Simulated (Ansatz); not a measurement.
A (10,0) silicon nanotube has 40 atoms in a period of 6.683 Å, a mean diameter of 12.32 Å, and lies 29 meV/atom over the flat sheet relaxed at the same level.

Method: PBE (plane waves to 420 eV, PAW; Ansatz, a first-principles code). Mesh 1×1×12. No spin polarisation. Periodic along z alone, with about 11 Å of vacuum beside it. A hypothetical model, rolled from the flat sheet. Only distortions within the start's symmetry and period were free.

Problem. Which bending rigidity of the sheet does this imply in the thin-plate picture?

Solution. A plate bent to radius R stores D/(2R²) an area. The area an atom is π × 12.32 × 6.683/40 = 6.47 Å², so the stored energy is 0.029/6.47 = 0.0045 eV/Å². With R = 6.160 Å, D = 2R² × 0.0045 = 0.34 eV.
